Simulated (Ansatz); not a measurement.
## CaSe (Fm-3m): band-edge transport data

```xyz
2
Lattice="0.0000 2.9342 2.9342 2.9342 0.0000 2.9342 2.9342 2.9342 0.0000" Properties=species:S:1:pos:R:3 pbc="T T T"
Ca     0.0000     0.0000     0.0000
Se     2.9342     2.9342     2.9342
```

The numbers are results of r2SCAN, rigid bands (plane waves, PAW, scalar-relativistic; Ansatz, a first-principles code), not measurements. Condition of this run: functional r2SCAN on the same cell. Geometry: cell and atoms relaxed with PBEsol.

```yaml
band_gap: 2.44 eV
electron conductivity mass (300 K, dilute): 0.39 mₑ
effective density of states N_c (300 K): 2.6e19 cm⁻³
density_of_states_mass_electrons: 1.02 mₑ
Seebeck coefficient, n-type 1e19 cm⁻³, 300 K: -298 μV/K
best n-type power factor at 300 K for τ = 10 fs (best axis; densities from 1e16 to 1e21 cm⁻³ tried, whether or not they can be reached): 10.6 μW/(cm·K²) at 1e20 cm⁻³
```

Rigid bands; masses and Seebeck coefficients take one relaxation time τ for all states and one kind of carrier; polarons and phonon drag are left out. Spin-orbit coupling is left out. Geometry: cell and atoms relaxed with PBEsol.

Formula and space group known from diffraction (Crystallography Open Database), not checked to be the room-temperature form: CaSe (Fm-3m).
